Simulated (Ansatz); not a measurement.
Consider MgB2 (space group I4/mmm, No. 139; a = 2.683 Å, c = 8.390 Å; a hypothetical phase, not in the database extracts checked).

(Cell as relaxed with PBE.)

Levels (all Ansatz, a program for electronic structure, PAW): PBE (420 eV, no spin-orbit coupling); PBEsol (420 eV, spin-orbit coupling left out).

Each level relaxes its own structure.

| quantity | PBE | PBEsol |
|---|---|---|
| volume per atom | 10.07 Å³ | 9.88 Å³ |
| lattice parameter a | 2.683 Å | 2.665 Å |
| lattice parameter c | 8.390 Å | 8.348 Å |
| band gap | zero | zero |

PBE's volume per atom lies 0.19 Å³ above PBEsol's (1.9 %); PBE's lattice parameter a lies 0.018 Å above PBEsol's (0.7 %); PBE's lattice parameter c lies 0.042 Å above PBEsol's (0.5 %); the two agree on the band gap. Neither level is exact; PBEsol is the comparison here, not a measurement.

Whether these cells are dynamically stable was not tested. All final runs are without spin polarisation.
